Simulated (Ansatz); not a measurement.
Cost and result by functional for the adsorption energy of NH2 on the 1x1 (110) surface of bcc Mo, one in a 2x2 cell, started at the site 'hollow Mo-Mo-Mo', in Ansatz (plane waves, PAW). Single points on the PBE structure, on one kind of machine; costs are rough ratios of the slab run's core time (references not counted) to the cheapest single point. r2SCAN's cost holds its higher cutoff (500 against 420 eV). Differences are taken against r2SCAN for comparison alone: no measured value is at hand, so the table doesn't rank accuracy.

Model: 19-atom slab, 6.5 Å thick at the start under the adsorbate (thin: gaps and levels are the slab's own), 6x6x1 mesh, Fermi-Dirac 0.1 eV, dipole correction, 8 atoms held, the rest relaxed; no symmetry held; no spin, no spin-orbit, no U, no dispersion correction. At the end it is bonded to 2 Mo. In PBE it is, or lies within 0.03 eV of, the lowest of the starts that converged. These notes are the PBE run's. Adsorption energies are against NH3(g) − ½ H2(g). A negative adsorption energy means that the adsorbate is more stable on the surface than in its reference.

```
functional                     relative cost  adsorption energy (eV)  less r2SCAN (eV)
-----------------------------  -------------  ----------------------  ----------------
RPBE                                       1                   -0.74              0.41
r2SCAN                                     2                   -1.14              0.00
PBE (the relaxed run's value)              –                   -0.97              0.17
```

The values span 0.41 eV, while the single points' costs differ by a factor of roughly 2. Differences are of unrounded values.

Ansatz is a program for electronic structure.
